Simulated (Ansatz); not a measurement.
The starting structures come from a database of crystals and need not be the phases stable at ambient conditions.

The decay constant κ of evanescent states in the gap governs leakage through a thin film.

Given:

```yaml
crystal:
  lattice:
    - [3.58120, 0.00000, 0.00000]
    - [-1.79060, 3.10141, 0.00000]
    - [1.79060, -1.03380, 2.92404]
  atoms:
    - { symbol: Be, position: [0.00000, 0.00000, 0.00000] }
    - { symbol: Se, position: [0.25000, 0.75000, 0.25000] }
```

The cell is strained (all lengths scaled by 0.98); by PBEsol it stands under a pressure of 3.2 GPa.

Transport runs along the normal of the first two printed cell vectors, the (111) plane of the conventional cell.

The gap is the functional's own, uncorrected, and κ follows it; spin-orbit coupling is left out. Mid-gap means the computed energy nearest the middle.

Predict the band gap and the smallest decay constant κ at mid-gap from PBEsol in Ansatz (an electronic-structure program).

Gap 2.38 eV on a 10×10×10 mesh; κ = 0.180 1/Å, at the zone centre.
